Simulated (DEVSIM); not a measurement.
System: abrupt Si p-n junction, at 300 K.

Layer 1 from the left is Si, thickness (μm) 0.120, Na (cm⁻³) 1.2e18, τn (s) 4.3e-5, τp (s) 4.3e-5. Layer 2 from the left is Si, thickness (μm) 7.00, Nd (cm⁻³) 2.6e14, τn (s) 4.3e-5, τp (s) 4.3e-5.

Left contact: ohmic. Right contact: ohmic. Voltage is applied to the left contact. Recombination: SRH at mid-gap, radiative. Mobility is μmin + (μ − μmin)/(1 + (N/Nref)^α).

Constants are typed, rounded textbook-type inputs, not results; the design itself was drawn at random and stands for no fabricated device. Values at 300 K.

Si: gap (eV) 1.124, affinity (eV) 4.05, permittivity 11.7, Nc (cm⁻³) 2.86e19, Nv (cm⁻³) 3.1e19, μn (cm²/Vs) 1417, μp (cm²/Vs) 470, μn,min 52, μp,min 45, Nref,n 9.7e16, Nref,p 2.2e17, αn 0.68, αp 0.72, B (cm³/s) 4.7e-15.

Question: Estimate by hand the built-in potential, the peak field at zero bias, the capacitance at -2 V, and compare with a numerical solution.

Answer: 
- Built-in potential: ni = √(Nc Nv) exp(−Eg/2kT) = 1.08e10 cm⁻³ with Eg = 1.124 eV; Vbi = kT/q ln(Na Nd/ni²) = 0.740 V; numerical 0.740 V.
- Peak field at zero bias: depletion approximation: W = √(2εVbi/(qN)) = 1.92 μm with N = 2.60e14 cm⁻³; field = 2Vbi/W = 7710 V/cm; numerical 59800 V/cm (estimate below by 87 %).
- Capacitance at -2 V: C = √(qεN / 2(Vbi + |V|)) = 2.81 nF/cm²; numerical 2.88 nF/cm² (estimate below by 2.6 %).

Model (solved in DEVSIM): 1D drift-diffusion, Boltzmann statistics, complete ionisation; no tunnelling, impact ionisation, image-force lowering or self-heating.
